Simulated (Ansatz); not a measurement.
What Zr → Cr does to Zr

Take Zr in the hcp (Mg type) structure (space group P6_3/mmc, No. 194; a = 3.185 Å, c = 5.117 Å) as the base.

Now apply this change: full substitution Zr → Cr; the structure is relaxed again.

The values are results of PBEsol in Ansatz (plane waves to 420 eV, PAW, no spin-orbit coupling), earlier PAW set, not measurements. Γ-centred 22×22×11 mesh, Fermi–Dirac width 0.05 eV, for the changed cell.

* **Volume per atom**: 11.49 Å³ (base 22.47 Å³)
* **Density**: 7.52 g/cm³ (base 6.74 g/cm³)
* **Lattice parameter a**: 2.457 Å (base 3.185 Å)
* **c/a ratio**: 1.788 (base 1.607)
* **Space group**: P6_3/mmc (No. 194) (base P6_3/mmc (No. 194))
* **Band gap**: zero (base zero)

Cost of the whole job for the changed cell (relaxation, final SCF and bands): very roughly 2.6 core-minutes.

Whether these cells are dynamically stable was not tested. Starting moments died away, wholly or in part, for Zr → Cr; another magnetic solution may exist. All final runs are without spin polarisation. Real Cr is antiferromagnetic at low temperature and ambient pressure, an order that this cell doesn't hold. This is not the structure that Cr has at room temperature and ambient pressure.

Ansatz is a first-principles code.
